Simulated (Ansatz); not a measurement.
**Fluorite PtAl₂: polycrystal shear modulus by level of theory**

No measured value is used here.

```
level (code)         value (GPa)  cell (Å³/atom)
-------------------  -----------  --------------
LDA (Ansatz)                43.4           16.71
PBE (Ansatz)                38.9           17.52
PBEsol (Ansatz)             41.6           17.08
PBE-D3(BJ) (Ansatz)         39.6           16.98
r²SCAN (Ansatz)             44.4           17.15
```

The crystal itself was run without spin with LDA, PBE, PBEsol, PBE-D3(BJ), r²SCAN; a magnetic state was not tried in these runs. Density-functional levels without +SOC have no spin–orbit coupling. PBE-D3(BJ): the dispersion coefficients are held fixed in the derivatives. Each level is taken at its own relaxed cell. Cutoffs differ between the levels. Ansatz's density-functional and Hartree–Fock values are scalar-relativistic unless marked +SOC, with PAW data made under PBE.

Ansatz is a program for electronic structure.
